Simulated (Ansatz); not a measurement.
**One base run on MgH₂ (P1, 6 atoms in the cell) and variants with one or two settings moved**

```yaml
crystal:
  lattice:
    - [4.47669, 0.00000, 0.00000]
    - [0.00000, 4.47669, 0.00000]
    - [0.00000, 0.00000, 2.99254]
  atoms:
    - { symbol: Mg, position: [0.50411, 0.48857, 0.47745] }
    - { symbol: Mg, position: [0.01174, 0.01331, 0.00468] }
    - { symbol: H, position: [0.68590, 0.68240, 0.99716] }
    - { symbol: H, position: [0.29545, 0.31195, 0.01385] }
    - { symbol: H, position: [0.80524, 0.20249, 0.49458] }
    - { symbol: H, position: [0.19756, 0.80128, 0.51228] }
```

Base run A: PBE0, default PAW files made with PBE run with Ansatz (a program for electronic structure), self-consistent single point.

Its settings: basis.ecutwfc = 420 eV; kpoints.mp_grid.grid = 4 4 6; hamiltonian.xc = pbe0; hamiltonian.pseudopotentials = {kind: paw} (the program's default PAW files); scf.occupations.method = fixed.

The starting cell comes from a database of computed structures (which also holds hypothetical and non-ambient phases and stackings), without a prior relaxation at this level. Its atoms were displaced at random from the sites of space group no. 136. Ansatz's pressure includes its estimate of the finite-basis (Pulay) stress.

ΔF is the free energy per atom less that of run A. A dash stands where there is no value to compare (another energy zero or no entropy term, no result, no spin, no clean gap, or a mesh too coarse for one). Total energies depend on the potentials, the functional and any Hubbard or dispersion term, so they are compared only between runs that share all of them.

```json
[
 {"run": "A", "change": "base", "ΔF (meV/atom)": "0.00", "pressure (GPa)": "0.90", "largest force (eV/Å)": "0.653", "gap on the mesh (eV)": "5.650", "k-points": "52"},
 {"run": "B", "change": "hamiltonian.xc: pbe0 → hse06 [HSE06]", "ΔF (meV/atom)": "–", "pressure (GPa)": "0.88", "largest force (eV/Å)": "0.653", "gap on the mesh (eV)": "4.915", "k-points": "52"},
 {"run": "C", "change": "kpoints.mp_grid.grid: 4 4 6 → 3 3 4", "ΔF (meV/atom)": "0.92", "pressure (GPa)": "0.94", "largest force (eV/Å)": "0.653", "gap on the mesh (eV)": "5.685", "k-points": "19"},
 {"run": "D", "change": "kpoints.mp_grid.grid: 4 4 6 → 4 4 5", "ΔF (meV/atom)": "-0.05", "pressure (GPa)": "0.90", "largest force (eV/Å)": "0.653", "gap on the mesh (eV)": "6.059", "k-points": "42"},
 {"run": "E", "change": "kpoints.mp_grid.grid: 4 4 6 → 4 4 5; kpoints.mp_grid.shift: default → 0.5 0.5 0.5", "ΔF (meV/atom)": "-0.18", "pressure (GPa)": "0.90", "largest force (eV/Å)": "0.653", "gap on the mesh (eV)": "5.591", "k-points": "40"},
 {"run": "F", "change": "scf.convergence.dr2_threshold: default (1e-07 eV) → 1e-06 eV", "ΔF (meV/atom)": "0.00", "pressure (GPa)": "0.90", "largest force (eV/Å)": "0.653", "gap on the mesh (eV)": "5.650", "k-points": "52"},
 {"run": "G", "change": "scf.exx.singularity: default → wigner_seitz", "ΔF (meV/atom)": "–", "pressure (GPa)": "0.90", "largest force (eV/Å)": "0.653", "gap on the mesh (eV)": "5.650", "k-points": "52"},
 {"run": "H", "change": "scf.mixing.algorithm: default (the program chose MSR1) → anderson", "ΔF (meV/atom)": "0.00", "pressure (GPa)": "0.90", "largest force (eV/Å)": "0.653", "gap on the mesh (eV)": "5.650", "k-points": "52"},
 {"run": "I", "change": "scf.mixing.preconditioner: default (the program chose none) → kerker", "ΔF (meV/atom)": "0.00", "pressure (GPa)": "0.90", "largest force (eV/Å)": "0.653", "gap on the mesh (eV)": "5.650", "k-points": "52"}
]
```

Run D against A: The free energy is nearly the same (within 1 meV/atom), the pressure stays at 0.90 GPa, the largest force stays at 0.653 eV/Å and the gap on the mesh goes from 5.650 to 6.059 eV.

Run E against A: The free energy hardly moves (within 1 meV/atom), the pressure stays at 0.90 GPa, the largest force stays at 0.653 eV/Å and the gap on the mesh goes from 5.650 to 5.591 eV.

Run B against A: The pressure hardly changes (0.90 to 0.88 GPa), the largest force stays at 0.653 eV/Å and the gap on the mesh goes from 5.650 to 4.915 eV.

Left out of this page: 1 run of the series held back from this collection.

Keys are those of Ansatz 0.2.
